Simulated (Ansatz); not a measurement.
The starting structures come from a database of crystals and need not be the phases stable at ambient conditions.

Inside the gap of an insulator the Bloch states are evanescent, with a wavenumber k + iκ along the transport direction.

Data:

```xyz
12
Lattice="5.8102 0.0000 0.0000 0.0000 8.2168 0.0000 0.0000 4.1084 4.1084" Properties=species:S:1:pos:R:3 pbc="T T T"
Co     2.8074     6.1626     1.9161
Co     5.7125     8.2168     0.1381
Co     3.0028     2.1923     2.0542
Co     0.0977     3.9703     0.0000
Sb     0.7400    10.2710     3.1008
Sb     3.6451     8.2168     3.0618
Sb     5.0701     5.1160     2.0542
Sb     2.1650     1.0466     0.0000
S      5.1017     2.0542     1.0523
S      2.1967     4.1084     1.0019
S      0.7084     7.1645     2.0542
S      3.6135     7.2149     0.0000
```

Space group of this cell: P2_13. The cell is taken as given; by PBEsol its mean pressure is -2.9 GPa.

Transport runs along the normal of the first two printed cell vectors, the (110) plane of the conventional cell.

The gap is the functional's own, uncorrected, and κ follows it; spin-orbit coupling is left out. Mid-gap values are interpolated between the computed energies.

**Question.** Give the band gap and the smallest decay constant κ at mid-gap that PBEsol run with Ansatz (a first-principles code) yields.

**Answer.** Gap 0.61 eV on a 8×8×8 mesh; κ = 0.143 1/Å, at (0.000, 0.250) of the in-plane reciprocal vectors. At the zone centre, at the nearest computed energy, the slowest state has κ = 0.17 1/Å.
